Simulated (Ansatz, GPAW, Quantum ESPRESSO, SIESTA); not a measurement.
**WS₂ (P6_3/mmc, 6 atoms in the cell) computed with different codes at matched settings**

Self-consistent single point.

```
WS2
1.0
    3.23485     0.00000     0.00000
   -1.61742     2.80146     0.00000
    0.00000     0.00000    13.18464
W S
2 4
Cartesian
  0.00000   1.86764   3.29616
  1.61743   0.93382   9.88848
  0.00000   1.86764   8.30368
  1.61743   0.93382   4.88095
  1.61743   0.93382   1.71137
  0.00000   1.86764  11.47327
```

Shared settings, as Ansatz (a program for electronic structure) writes them: kpoints.mp_grid.grid = 4 4 1; scf.occupations.method = fixed. Potentials and cutoffs stand in the table.

```tsv
code	model	pressure (GPa)	largest force (eV/Å)	cutoff
Quantum ESPRESSO	PBE, PseudoDojo standard norm-conserving (PBE) pseudopotentials	-5.12	0.634	75 Ry
SIESTA	GGA PBE, numerical atomic orbitals DZP, PseudoDojo PBE standard norm-conserving potentials (rewritten from UPF to PSML)	-4.55	0.309	grid 350 Ry
Ansatz	PBE, PAW files	-5.16	0.640	420 eV
GPAW	PBE, GPAW PAW datasets PBE (gpaw-data 1.0.1)	-5.16	0.629	600 eV
```

On Ansatz's run: spin-orbit coupling is off. Spin polarisation is off.

The spread over the programs that give each value: pressure within 0.61 GPa; largest force within 0.331 eV/Å.

SIESTA uses small atom-centred bases, whose incompleteness enters pressures, forces and empty levels differently from a plane-wave cutoff. Ansatz's pressure is given at a fixed set of plane waves, as the other plane-wave codes print theirs; with its correction for the finite basis it is -5.12 GPa. In the force vectors, SIESTA (by 0.325) lies more than 0.08 eV/Å from the median of the plane-wave programs.

This mesh misses zone-boundary points where a band edge of such crystals can lie, so no gaps are given.

On the base mesh (8 8 2) the same programs gave: Ansatz pressure -4.91 GPa; Quantum ESPRESSO pressure -4.88 GPa; GPAW pressure -4.90 GPa; SIESTA pressure -4.31 GPa.

The starting cell comes from a database of computed structures (which also holds hypothetical and non-ambient phases and stackings), without a prior relaxation at this level. Its lattice was rescaled by a random factor within 2.5 % of one.

Left out of this page: CP2K (on another mesh); Elk (not drawn, or without a comparable value).

Keys are those of Ansatz 0.2.
